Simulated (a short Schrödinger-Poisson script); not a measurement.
## Symmetric double-gate stack, Si3N4 on p-type Si(110)

Structure: symmetric double-gate stack, Si3N4 on p-type Si(110), at 77 K.

```
layer  material  thickness (nm)  Na (cm⁻³)
-----  --------  --------------  ---------
1         Si3N4             6.1          -
2            Si               8       6e17
3         Si3N4             6.1          -
```

Constants are typed, rounded textbook-type inputs, not results; the design itself was drawn at random and stands for no fabricated device. Si3N4: permittivity 7.5, conduction-band edge (eV) 1.95, gap (eV) 5.1, electron mass (mₑ) 0.5. Si: permittivity 11.7, conduction-band edge (eV) 0, gap (eV) 1.124, Nv at 300 K (cm⁻³) 3.1e19.

Channel valleys (confinement mass, in-plane density-of-states mass, number): Δ4 0.315, 0.324, 4; Δ2 0.19, 0.417, 2. At the gates, both at one voltage, the conduction-band edge of layer 1 lies 2.42 eV − eVg above the Fermi level of the channel. Gaps are held at their typed values at every temperature. Mesh 0.03 nm at interfaces.

Solved with a short Schrödinger-Poisson script written for these runs: 1D Poisson equation in equilibrium, electrons quantum, Hartree (BenDaniel-Duke, 12 states a valley, the channel's in-plane mass for all, wave functions ending at the dielectric), parabolic valleys, classical holes, full ionisation, no traps, pinning or gate leakage.

| Vg (V) | electrons (cm⁻²) | C (μF/cm²) | Δ4 E0 (meV) | Δ4 E1 (meV) | Δ2 E0 (meV) | Δ2 E1 (meV) |
|---|---|---|---|---|---|---|
| 0.45 | 2.16e7 | < 0.003 | 80.4 | 135.2 | 92.7 | 184.3 |
| 0.6 | 8.65e11 | 1.61 | 9.4 | 61.0 | 21.7 | 110.1 |
| 0.75 | 2.43e12 | 1.71 | 1.3 | 47.4 | 13.9 | 96.7 |
| 0.9 | 4.05e12 | 1.75 | -3.5 | 37.7 | 9.6 | 87.3 |
| 1.05 | 5.70e12 | 1.78 | -7.2 | 29.5 | 6.5 | 79.6 |
| 1.2 | 7.38e12 | 1.80 | -10.3 | 22.5 | 4.2 | 73.1 |
| 1.35 | 9.07e12 | 1.82 | -13.1 | 16.4 | 2.3 | 67.7 |
| 1.5 | 1.08e13 | 1.84 | -15.5 | 11.2 | 0.9 | 63.1 |
| 1.65 | 1.25e13 | 1.86 | -17.6 | 6.7 | -0.2 | 59.3 |
| 1.8 | 1.43e13 | 1.88 | -19.4 | 2.9 | -1.0 | 56.1 |
| 1.95 | 1.60e13 | 1.89 | -21.0 | -0.4 | -1.6 | 53.5 |
| 2.1 | 1.78e13 | 1.90 | -22.5 | -3.4 | -2.0 | 51.2 |
| 2.25 | 1.96e13 | 1.91 | -23.9 | -6.1 | -2.4 | 49.2 |
| 2.4 | 2.14e13 | 1.91 | -25.2 | -8.6 | -2.6 | - |
| 2.55 | 2.32e13 | 1.92 | - | - | - | - |
| 2.7 | 2.50e13 | 1.93 | - | - | - | - |

Gate voltages with under 1e6 electrons/cm² are left out.

Subbands count from the Fermi level; a dash marks a level above the dielectric's band edge. The capacitance is that of both gates.
